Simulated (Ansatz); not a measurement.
Start from ZrSi₂ (space group Cmcm, No. 63; a = 3.705 Å, b = 14.795 Å, c = 3.679 Å).

The values are results of Ansatz (a first-principles code), PBE, PAW, cutoff 420 eV, no spin-orbit coupling, earlier PAW set, not measurements.

Before the change:

| Quantity | Value |
|---|---|
| Pressure | 0.0 GPa |

It is then changed as follows: an isotropic linear strain of −1.16 %, atoms relaxed at fixed cell.

**Question.** How does this affect the pressure?

**Answer.** The pressure (mean of the normal stresses, compression positive) goes from zero to 4.8 GPa.

**Question.** What does the calculation give for the energy relative to the base after the change?

**Answer.** The energy grows by 8.4 meV/atom.

No phonon test of stability was made. All final runs are without spin polarisation.
